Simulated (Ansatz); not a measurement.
Pressure series in hypothetical fluorite ZrSe2

Base system: ZrSe$_{2}$ in the fluorite structure (space group Fm-3m, No. 225; a hypothetical phase, not in the database extracts checked).

```xyz
3
Lattice="0.0000 3.2538 3.2538 3.2538 0.0000 3.2538 3.2538 3.2538 0.0000" Properties=species:S:1:pos:R:3 pbc="T T T"
Zr     0.0000     0.0000     0.0000
Se     1.6269     1.6269     1.6269
Se     4.8807     4.8807     4.8807
```

Cell and atoms are relaxed at each pressure.

The values are results of PBEsol in Ansatz (plane waves to 420 eV, PAW, no spin-orbit coupling), earlier PAW set, not measurements.

Notes on the quantities. enthalpy: H = E + PV relative to the base's energy.

| case | volume per atom | enthalpy |
|---|---|---|
| base | 22.97 Å³ | – |
| pressure −2 GPa | [?] | -0.29 eV/atom |
| pressure −1 GPa | 23.22 Å³ | -0.14 eV/atom |
| pressure 0.3 GPa | 22.89 Å³ | +0.04 eV/atom |
| pressure 0.7 GPa | 22.80 Å³ | +0.10 eV/atom |
| pressure 1.5 GPa | 22.61 Å³ | +0.21 eV/atom |
| pressure 3 GPa | 22.27 Å³ | +0.42 eV/atom |
| pressure 5 GPa | 21.86 Å³ | +0.70 eV/atom |
| pressure 7.5 GPa | 21.40 Å³ | +1.04 eV/atom |
| pressure 10 GPa | 20.98 Å³ | +1.37 eV/atom |

### Question
Fill in the withheld entries from the trend.

### Answer

- pressure −2 GPa, volume per atom: 23.50 Å³

Load acts through the strain it causes; cell and atoms are relaxed under it. No phonon test of stability was made. Competing high-pressure phases were not computed. The final runs are not spin-polarised. ZrSe2 has a high density of states at the Fermi level and may be magnetic at this level.

Ansatz is a quantum-chemistry and plane-wave program.
